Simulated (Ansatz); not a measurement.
Consider the following.

```xyz
6
Lattice="4.3203 0.0000 0.0000 0.0000 4.3203 0.0000 0.0000 0.0000 2.7588" Properties=species:S:1:pos:R:3 pbc="T T T"
Si     0.0000     0.0000     0.0000
Si     2.1602     2.1602     1.3794
O      1.3372     1.3372     0.0000
O      3.4974     0.8230     1.3794
O      0.8230     3.4974     1.3794
O      2.9831     2.9831     0.0000
```

No spin polarisation.

Method: PBEsol in Ansatz (plane waves to 420 eV, PAW, no spin-orbit coupling). k-mesh 8×8×12 (Γ-centred); smearing 0.05 eV (Fermi–Dirac).

**Question.** What width of the top valence band does the calculation give?

**Answer.** 2.40 eV.

**Question.** What is the computed band gap?

**Answer.** 4.00 eV.

**Question.** Predict the gap character.

**Answer.** Direct at Γ.

The cells carry an imposed strain or load. Whether these cells are dynamically stable was not tested. The cell was made from SiO2 in the rutile structure (space group P4_2/mnm, No. 136) by this change: isotropic strain +3.00 %.

Ansatz is a program for electronic structure.
